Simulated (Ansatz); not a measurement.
Take SiO$_{2}$ in the rutile structure (space group P4_2/mnm, No. 136; a = 4.155 Å, c = 2.661 Å) as the base. Axes: x, y, z lie along a, b, c of the conventional cell.

All numbers come from Ansatz (a quantum-chemistry and plane-wave program), LDA, PAW, cutoff 420 eV, no spin-orbit coupling.

For the base:

- Band gap: 5.81 eV
- Valence-band top at Γ: 0.00, -0.91, -0.91 eV

The change: the cell is stretched by 2.40 % along z with no lateral relaxation; the atoms relax in the strained cell.

Question: What happens to the band gap, valence-band top at Γ and energy relative to the base?

Answer: The band gap falls by 0.52 eV to 5.29 eV; the valence-band top at Γ (three highest levels, from the VBM) goes from 0.00, -0.91, -0.91 eV to 0.00, -0.86, -0.86 eV; the energy grows by 9.7 meV/atom.

Stability against distortions was not tested.
